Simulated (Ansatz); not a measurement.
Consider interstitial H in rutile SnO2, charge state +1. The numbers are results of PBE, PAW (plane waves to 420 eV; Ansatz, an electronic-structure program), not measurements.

Cell of 72 host sites held at the relaxed PBE lattice; one k-point at (0.250, 0.250, 0.250); Fermi-Dirac width 0.01 eV, spin-restricted; finite-size errors left in. Energies are static. The charge state is imposed; whether it is stable for some Fermi level was not computed. Sites that were not tried may lie lower.

Barriers: single points on a 2×2×2 k-point mesh shifted by half a step at the bands' geometries.

The step: one H atom jumps by itself; the atom moves 1.77 Å along (-0.07, 0.13, 0.50) of the unit cell; the moving atom starts with neighbours O at 1.00, O at 2.10 Å and ends with O at 1.00, O at 2.10 Å.

What migration barrier of this step does PBE, PAW give?

0.68 eV, the same both ways. At the saddle the moving atom has neighbours O at 1.24, O at 1.29; Sn at 2.17 Å. The saddle point's order was not checked.
